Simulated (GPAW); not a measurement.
Band structure of Mg₂ZnP₂ (P3m1, 5 atoms in the cell).

```
Mg2ZnP2
1.0
    4.10720     0.00000     0.00000
   -2.05360     3.55694     0.00000
    0.00000     0.00000     6.69570
Mg Zn P
2 1 2
Direct
  0.66667   0.33333   0.63415
  0.33333   0.66667   0.99427
  0.00000   0.00000   0.36142
  0.00000   0.00000   0.76671
  0.66667   0.33333   0.24345
```

Level of theory: PBEsol, GPAW PAW datasets PBEsol (made by gpaw-setup) (plane waves; GPAW).

Settings: mode = pw; ecut = 800 eV; xc = PBEsol; kpts = 6 6 4; mesh shift (steps) = 0 0 0; occupations.name = fermi-dirac; occupations.width = 0 eV; nbands = -4; convergence.forces = 0.001 eV/Å; convergence.bands = -2; symmetry.symmorphic = false; symmetry.tolerance = 0.0005; maxiter = 100; bandpath_npoints = 40.

The starting cell comes from a database of computed structures (which also holds hypothetical and non-ambient phases and stackings), without a prior relaxation at this level. Its lattice was rescaled by a random factor within 2.5 % of one.

Problem. Predict the gap along the standard path and the places of the band edges.

Solution. The gap along the path is 0.90 eV, from Γ to a point between A|L and M|K; the smallest direct gap on it is 0.98 eV. Another conduction valley lies within 0.1 eV, so the order of the valleys is not sure.

Levels in eV from the top of the valence band on the SCF mesh, bands 18 to 25:
```
point     18     19     20     21    22    23    24    25
-----  -----  -----  -----  -----  ----  ----  ----  ----
Γ      -0.92  -0.11  -0.11   0.00  0.98  2.04  4.01  4.01
M      -3.27  -2.20  -1.97  -0.89  1.12  2.54  2.87  4.11
K      -3.40  -2.59  -2.55  -2.27  1.21  4.09  5.18  5.42
A      -0.68  -0.68  -0.37  -0.37  1.75  2.72  3.77  3.77
L      -1.77  -1.76  -1.52  -1.34  0.99  1.85  2.49  3.11
H      -3.71  -3.57  -1.06  -1.04  1.85  2.96  3.32  3.85
```
